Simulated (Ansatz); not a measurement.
Input and output of a self-consistent single point for WS2 (R3m, 3 atoms in the cell) (Ansatz, an electronic-structure program).

Level of theory: LDA (PW92), default PAW files made with PBE (plane waves; Ansatz).

The change in words: lattice scaled by 0.98; basis.ecutwfc: 30.9 Ry → 74.2 Ry. Reference geometry:
```
CELL_PARAMETERS angstrom
      1.58766     0.91663     6.47033
     -1.58766     0.91663     6.47033
      0.00000    -1.83327     6.47033
ATOMIC_POSITIONS crystal
  W  0.00325 0.00325 0.00325
  S  0.41411 0.41411 0.41411
  S  0.25392 0.25392 0.25392
```

Reference input (self-consistent single point, DFT, LDA (PW92), plane waves, default PAW files made with PBE): basis.ecutwfc = 30.9 Ry; kpoints.mp_grid.grid = 9 9 9; hamiltonian.xc = lda; hamiltonian.pseudopotentials = {kind: paw} (the program's default PAW files); scf.occupations.method = fixed. This run's input differs from it in these lines:

Ansatz 0.2 input:
```diff
@@ -2,11 +2,11 @@
   lattice:
-    - [1.587658, 0.916635, 6.470331]
-    - [-1.587658, 0.916635, 6.470331]
-    - [0.000000, -1.833270, 6.470331]
+    - [1.555905, 0.898302, 6.340924]
+    - [-1.555905, 0.898302, 6.340924]
+    - [0.000000, -1.796605, 6.340924]
   atoms:
-    - { symbol: W, position_ang: [0.000000, 0.000000, 0.063008] }
-    - { symbol: S, position_ang: [-0.000000, -0.000000, 8.038345] }
-    - { symbol: S, position_ang: [0.000000, -0.000000, 4.928839] }
+    - { symbol: W, position_ang: [-0.000000, -0.000000, 0.061748] }
+    - { symbol: S, position_ang: [-0.000000, -0.000000, 7.877577] }
+    - { symbol: S, position_ang: [-0.000000, -0.000000, 4.830262] }
 basis:
-  ecutwfc: 30.9 Ry
+  ecutwfc: 74.2 Ry
 kpoints:
```

Output, abridged:

```
SCF iter   1: F=—  HF=-11871.604971 eV  |F-HF|=—  |Δ(HF+E_count)|=         —  Δρ=1.09e-2  dr2=1.08e-1  ethr=1.77e-3  ⟨swp⟩=5.0  Hψ=7219  notcnv=0  defer=141
all-band conjugate gradients solve this SCF's bands
preconditioner: auto → none
SCF iter   2: F=—  HF=-11871.635100 eV  |F-HF|=—  |Δ(HF+E_count)|=   3.01e-2  Δρ=1.26e-2  dr2=2.90e-1  ethr=4.15e-4  ⟨swp⟩=3.7  Hψ=3282  notcnv=0  defer=170  recentre
   [... lines left out ...]
SCF iter   5: F=—  HF=-11871.586581 eV  |F-HF|=—  |Δ(HF+E_count)|=   1.49e-5  Δρ=1.76e-4  dr2=3.03e-5  ethr=1.00e-6  ⟨swp⟩=2.0  Hψ=2080  notcnv=0  defer=164
SCF iter   6: F=—  HF=-11871.586580 eV  |F-HF|=—  |Δ(HF+E_count)|=   9.44e-7  Δρ=1.12e-4  dr2=3.62e-6  ethr=1.16e-7  ⟨swp⟩=2.0  Hψ=1994  notcnv=0  defer=28
SCF iter   7: F=—  HF=-11871.586580 eV  |F-HF|=—  |Δ(HF+E_count)|=   1.85e-8  Δρ=3.35e-5  dr2=2.67e-7  ethr=1.39e-8  ⟨swp⟩=2.2  Hψ=2158  notcnv=0  defer=28
SCF iter   8: F=-11871.586580 eV  HF=-11871.586580 eV  |F-HF|=1.01e-8  |Δ(HF+E_count)|=   2.32e-8  Δρ=7.84e-6  dr2=2.40e-8  ethr=3.85e-10  ⟨swp⟩=8.0  Hψ=7588  notcnv=0
SCF 1 converged in 8 iterations: F = -11871.586580 eV  dr2 = 2.40e-8
Free energy (F): -11871.586580 eV
Internal energy: -11871.586580 eV  (E = F + TS)
E sigma→0 (E₀):  -11871.586580 eV
Fermi energy:    11.417183 eV
--- Forces (eV/Å), atoms counted from 1 ---
  atom   1  W      0.00000000     0.00000005    -1.82727240
  atom   2  S     -0.00000000    -0.00000005     1.96015498
  atom   3  S     -0.00000000     0.00000000    -0.13290510
--- Stress (GPa, compression-positive) ---
        5.208246       0.000000       0.000000
        0.000000       5.208246      -0.000000
        0.000000      -0.000000       8.066338
  P = ⅓ Tr σ = 6.1609 GPa (61.609 kbar)
  The stress holds the Pulay correction. Without it, at fixed plane waves, as pw.x and ABINIT print it: P = 6.1600 GPa
```

The run converged in 8 iterations. Against the reference run the free energy rises by 4.1 meV/atom, the pressure goes from -4.14 to 6.16 GPa, the largest force goes from 1.587 to 1.960 eV/Å and the gap on the mesh goes from 1.186 to 1.206 eV.

The starting cell comes from a database of computed structures (which also holds hypothetical and non-ambient phases and stackings), without a prior relaxation at this level. Its lattice was rescaled by up to half a per cent. One atom was moved a little off its site on purpose. For this run, on top of that: lattice scaled by 0.98. Spin-orbit coupling is off. Forces in this geometry exceed 1 eV/Å. Ansatz's pressure includes its estimate of the finite-basis (Pulay) stress.
